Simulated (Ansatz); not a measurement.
Take C in the graphite type structure (space group P6_3/mmc, No. 194; a = 2.465 Å, c = 6.729 Å; layered, stacked along the Cartesian z axis) as the base.

All numbers come from Kohn–Sham DFT with the PBE-D3(BJ) functional, run in Ansatz (a first-principles code) with PAW and 420 eV plane waves, spin-orbit coupling left out, earlier PAW set.

Base values:

The c/a ratio comes out as 2.730 and the lattice parameter a comes out as 2.465 Å.

The change: hydrostatic tension (pressure −1 GPa).

Problem. What happens to the c/a ratio?

Solution. The c/a ratio rises by 0.103 (2.730 → 2.833).

Problem. What happens to the lattice parameter a?

Solution. The lattice parameter a rises by 0.002 Å to 2.467 Å.

A case with no gap was solved on a k-mesh chosen for an insulator, which is coarse for it. Load acts through the strain it causes; cell and atoms are relaxed under it. No phonon test of stability was made.
